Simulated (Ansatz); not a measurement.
Base system: Ru in the hcp (Mg type) structure (space group P6_3/mmc, No. 194; relaxed with 0.1 eV smearing).

```
Ru
1.0
    2.67558     0.00000     0.00000
   -1.33779     2.31712     0.00000
    0.00000     0.00000     4.22371
Ru
2
Direct
  0.66667   0.33333   0.75000
  0.33333   0.66667   0.25000
```

Cartesian axes are those of the cell as printed.

Level of theory: LDA, PAW, 420 eV (Ansatz, a program for electronic structure; spin-orbit coupling left out).

It is then changed as follows: tensor shear ε_xz = +1.14 % (engineering shear γ = 0.0228); the atoms relax in the strained cell.

**Question.** Predict the stress tensor and what it implies for the stiffness.

**Answer.** Stress of the strained cell less that of the base (GPa, compression positive):
```
    0.1     0.0    -4.9
    0.0     0.1     0.0
   -4.9     0.0     0.3
```

Then −Δσ/γ with γ = 2ε = 0.0228 gives relaxed-ion elastic constants: C55 ≈ 213 GPa.

As a check, the harmonic strain energy −½ V₀ Δσ:ε is 4.5 meV/atom; the computed energy rise is 4.5 meV/atom.

No phonon test of stability was made. All final runs are without spin polarisation.
